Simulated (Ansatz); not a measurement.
# ZrO2 under a change: Zr → Hf

The parent structure is ZrO2 in the fluorite structure (space group Fm-3m, No. 225; a = 5.116 Å).

Now apply this change: every Zr is replaced by Hf, then cell and atoms are relaxed.

Level of theory: PBE (Ansatz, a first-principles code; PAW; 420 eV plane waves; no spin-orbit coupling), earlier PAW set. Γ-centred 11×11×11 mesh, Fermi–Dirac width 0.05 eV.

```csv
quantity,base,changed,shift
volume per atom,11.16 Å³,11.04 Å³,-0.12 Å³
density,6.11 g/cm³,10.55 g/cm³,+4.44 g/cm³
lattice parameter a,5.116 Å,5.098 Å,-0.018 Å
space group,Fm-3m (No. 225),Fm-3m (No. 225),–
shortest interatomic distance,2.215 Å,2.208 Å,-0.0077 Å
band gap,3.32 eV,3.75 eV,+0.43 eV
gap character,"indirect, X → Γ",direct at X,–
width of the top valence band,1.63 eV,1.82 eV,+0.19 eV
electron mass,–,"1.2 mₑ along k, 0.74 mₑ across (at X)",–
```

With Hf present, leaving out spin-orbit coupling can change the band edges. Masses are band curvatures over ±0.01 Å⁻¹ around the edge. Along k means along the line from Γ to the band edge. No phonon test of stability was made. This is not the structure that HfO2 has at room temperature and ambient pressure. This is not the structure that ZrO2 has at room temperature and ambient pressure.
